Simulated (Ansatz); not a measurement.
The starting structures come from a database of crystals and need not be the phases stable at ambient conditions.

 Where the default PAW files enter, the runs use the earlier of Ansatz's two default sets.

# Evanescent states of Pb$_{2}$SeS (R-3m, not sure to be the ambient phase, 4 atoms a cell, 27.5 Å³ an atom) along the normal of (110)

Method: PBEsol (plane waves, PAW; Ansatz, a quantum-chemistry and plane-wave program).

The gap is the functional's own, uncorrected, and κ follows it; spin-orbit coupling is left out. Mid-gap values are interpolated between the computed energies.

Energies count from the valence-band top; κ is the least over a 6×6 mesh across the current.

```
E (eV)  κ (1/Å)  where
------  -------  -----
0.03      0.026      Γ
0.07      0.038  off Γ
0.12      0.040  off Γ
0.17      0.035  off Γ
0.23      0.018  off Γ
```

Problem. How thick must the barrier be to attenuate the transmission by 10^6 when the electrodes' Fermi level lies at 0.07 eV, and what attenuation does that film give at 0.17 eV?

Solution. d = 6 ln 10 / (2 × 0.038) = 181.8 Å. At 0.17 eV it gives 6 × 0.035/0.038 = 5.5 decades.
